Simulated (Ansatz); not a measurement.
Data:

```
BP
1.0
    0.00000     2.25956     2.25956
    2.25956     0.00000     2.25956
    2.25956     2.25956     0.00000
B P
1 1
Direct
  0.00000   0.00000   0.00000
  0.25000   0.25000   0.25000
```

Calculation: r2SCAN with spin-orbit coupling, rigid bands (plane waves, PAW; Ansatz, a first-principles code). Condition of this run: hydrostatic pressure 2 GPa (the target of the relaxation). Cell: cell and atoms relaxed with r2SCAN, then loaded as said.

Question: Predict the electron conductivity mass (n e² τ/σ) at 300 K, by direction if it differs.

Answer: 0.32 mₑ.

Question: Predict the hole conductivity mass (n e² τ/σ) at 300 K, by direction if it differs.

Answer: 0.40 mₑ.

Question: And the band gap?

Answer: 1.38 eV at this level; semilocal functionals usually fall short of the measured gap.

Rigid bands, one relaxation time for all states, no polarons.
